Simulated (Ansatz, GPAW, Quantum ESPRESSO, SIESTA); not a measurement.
One structure in several programs: Li₂Pd (P6/mmm, 3 atoms in the cell)

Self-consistent single point.

```xyz
3
Lattice="4.2051 0.0000 0.0000 -2.1026 3.6417 0.0000 0.0000 0.0000 2.6799" Properties=species:S:1:pos:R:3 pbc="T T T"
Li     0.0000     2.4278     1.3399
Li     2.1026     1.2139     1.3399
Pd     0.0000     0.0000     0.0000
```

Shared settings, as Ansatz (a program for electronic structure) writes them: kpoints.mp_grid.grid = 4 4 5; scf.occupations.method = fermi_dirac; scf.occupations.width = 0.1 eV. Potentials and cutoffs stand in the table.

| code | model | pressure (GPa) | cutoff |
|---|---|---|---|
| Quantum ESPRESSO | PBEsol, GBRV 1.5 ultrasoft (PBESOL) pseudopotentials | 0.31 | 40 Ry |
| SIESTA | GGA PBEsol, numerical atomic orbitals TZP, PseudoDojo PBEsol standard norm-conserving potentials (rewritten from UPF to PSML) | 0.10 | grid 300 Ry |
| Ansatz | PBEsol, PAW files made with PBE | 0.25 | default |
| GPAW | PBEsol, GPAW PAW datasets PBEsol (made by gpaw-setup) | 0.51 | 550 eV |

On Ansatz's run: spin polarisation is off.

The spread over the programs that give each value: pressure within 0.41 GPa.

SIESTA uses small atom-centred bases, whose incompleteness enters pressures, forces and empty levels differently from a plane-wave cutoff. Ansatz's pressure is given at a fixed set of plane waves, as the other plane-wave codes print theirs.

On the base mesh (9 9 12) the same programs gave: Ansatz pressure -0.44 GPa; Quantum ESPRESSO pressure -0.38 GPa; GPAW pressure -0.18 GPa; SIESTA pressure -0.63 GPa.

The values differ from the base mesh's, so the mesh still matters here: the table compares the programs at equal settings.

The starting cell comes from a database of computed structures (which also holds hypothetical and non-ambient phases and stackings), without a prior relaxation at this level.

Left out of this page: ABINIT (with a known weakness of the program); CP2K (on another mesh); Elk (not drawn, or without a comparable value).

Keys are those of Ansatz 0.2.
